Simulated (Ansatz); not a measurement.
Consider GaS in the beta-GaS type structure (space group P6_3/mmc, No. 194; layered, stacked along the Cartesian z axis).

```
GaS
1.0
    3.53420     0.00000     0.00000
   -1.76710     3.06071     0.00000
    0.00000     0.00000    15.03891
Ga S
4 4
Direct
  0.33333   0.66667   0.66956
  0.66667   0.33333   0.16956
  0.66667   0.33333   0.33044
  0.33333   0.66667   0.83044
  0.33333   0.66667   0.09695
  0.66667   0.33333   0.59695
  0.66667   0.33333   0.90305
  0.33333   0.66667   0.40305
```

Levels (all Ansatz, a program for electronic structure, PAW): PBEsol-D3(BJ) (420 eV, scalar-relativistic without spin-orbit coupling); HSE06 (420 eV, no spin-orbit coupling).

The geometry is relaxed with PBEsol-D3(BJ).

```
Property                 Result
----------------------  -------
PBEsol-D3(BJ) band gap  1.29 eV
```

Problem. How does going to HSE06 change the band gap?

Solution. The band gap rises by 0.80 eV to 2.09 eV.

Single points use the geometry relaxed with PBEsol-D3(BJ). The hybrid gap comes from the SCF mesh plus the semilocal run's edge points and a few special points and is an upper bound. Whether these cells are dynamically stable was not tested.
